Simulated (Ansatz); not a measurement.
A self-consistent single point of Si2Ni (Cmcm, 6 atoms in the cell) with Ansatz (a quantum-chemistry and plane-wave program).

Level of theory: PBE (plane waves, PAW; Ansatz).

```xyz
6
Lattice="1.7158 -6.7713 0.0000 1.7158 6.7713 0.0000 0.0000 0.0000 3.3764" Properties=species:S:1:pos:R:3 pbc="T T T"
Si     1.7158    -5.9452     0.8441
Si     1.7158     5.9452     2.5323
Si     1.7158     3.3856     0.8441
Si     1.7158    -3.3856     2.5323
Ni     1.7158    -1.4084     0.8441
Ni     1.7158     1.4084     2.5323
```
Moments meant for the start (each program seeds them in its own way; μB, in the order of the atoms Si Si Si Si Ni Ni): 0.0 0.0 0.0 0.0 2.0 2.0.

Reference input (self-consistent single point, DFT, PBE, plane waves, default PAW files): basis.ecutwfc = 30.9 Ry; kpoints.mp_grid.grid = 7 7 7; hamiltonian.xc = pbe; hamiltonian.pseudopotentials = {kind: paw} (the program's default PAW files); magnetization.spin_polarized = true; scf.occupations.method = fermi_dirac; scf.occupations.width = 0.0073 Ry. This run's input differs from it in these lines:

Ansatz 0.2 input:
```diff
@@ -15,3 +15,3 @@
 kpoints:
-  mp_grid: { grid: [7, 7, 7] }
+  mp_grid: { grid: [8, 8, 8] }
 hamiltonian:
@@ -22,3 +22,3 @@
 scf:
-  occupations: { method: fermi_dirac, width: 0.0073 Ry }
+  occupations: { method: fermi_dirac, width: 0.022 Ry }
 output:
```

The program printed (abridged):

```
SCF iter   1: F=—  HF=-14219.901817 eV  |F-HF|=—  |Δ(HF+E_count)|=         —  Δρ=1.18e-1 (↑1.18e-1 ↓1.06e-1)  dr2=6.33e-1  dr2_m=8.92e0  M=0.919 μB ∫|m|=1.035 μB  β_m=0.30  ethr=1.19e-3  ⟨swp⟩=1.0  Hψ=41425  notcnv=0
Mixer restart at iter 1: flushing history
all-band conjugate gradients solve this SCF's bands
preconditioner: auto → Kerker (q_TF=auto, 2.548 Å⁻¹)
spin=Collinear: Kerker preconditioning applied to the charge; magnetization (m = ρ↑ − ρ↓) channel mixes plain (no charge-response kernel on spin).
   [... lines left out ...]
SCF iter  11: F=—  HF=-14222.099247 eV  |F-HF|=—  |Δ(HF+E_count)|=   1.47e-8  Δρ=2.39e-6 (↑2.39e-6 ↓2.16e-6)  dr2=1.33e-8  dr2_m=2.22e-11  M=0.000 μB ∫|m|=0.000 μB  β_m=0.98  ethr=6.80e-11  ⟨swp⟩=2.1  Hψ=13387  notcnv=0
SCF iter  12: F=-14222.099247 eV  HF=-14222.099247 eV  |F-HF|=3.36e-9  |Δ(HF+E_count)|=  1.64e-11  Δρ=1.22e-6 (↑1.22e-6 ↓1.14e-6)  dr2=3.75e-9  dr2_m=1.61e-12  M=-0.000 μB ∫|m|=0.000 μB  ethr=2.56e-11  ⟨swp⟩=2.0  Hψ=21048  notcnv=0
SCF 1 converged in 12 iterations: F = -14222.099247 eV  dr2 = 3.75e-9
WARN: the starting moments were not kept: the SCF closed with an absolute magnetisation of 1.6e-6 μB, where they sum to 4 μB in size (2 sites) …
Magnetization: -0.0000 μB (26.0000 up, 26.0000 down)
   [... lines left out ...]
Absolute magnetization: 0.0000 μB (∫|ρ↑−ρ↓|, with the PAW one-centre terms)
Free energy (F): -14222.099247 eV
Fermi energy:    13.164612 eV
   [... lines left out ...]
  atom   6  Ni     0.00000000     0.38367766     0.00000000
--- Stress (GPa, compression-positive) ---
        5.064391       0.000000       0.000000
        0.000000      -2.786209       0.000000
        0.000000       0.000000      10.168884
  P = ⅓ Tr σ = 4.1490 GPa (41.490 kbar)
  The stress holds the Pulay correction. Without it, at fixed plane waves, as pw.x and ABINIT print it: P = 4.1107 GPa
```

The run converged in 12 iterations. Against the reference run the free energy goes down by 81.3 meV/atom, the pressure goes from 3.46 to 4.15 GPa and the largest force hardly changes (0.602 to 0.611 eV/Å).

The starting cell was generated: these elements placed on a structure prototype, without a prior relaxation; it need not be a known phase or ordering of this composition. Its lattice was rescaled by a random factor within 2.5 % of one. The starting moments vanished: the run ended non-magnetic, which need not be the lowest state. The program warned that a starting moment was not kept. With a pressure of about 4 GPa the cell is away from its equilibrium volume at this level. Ansatz's pressure includes its estimate of the finite-basis (Pulay) stress.

Cost on one core of a shared machine: roughly 50 s.
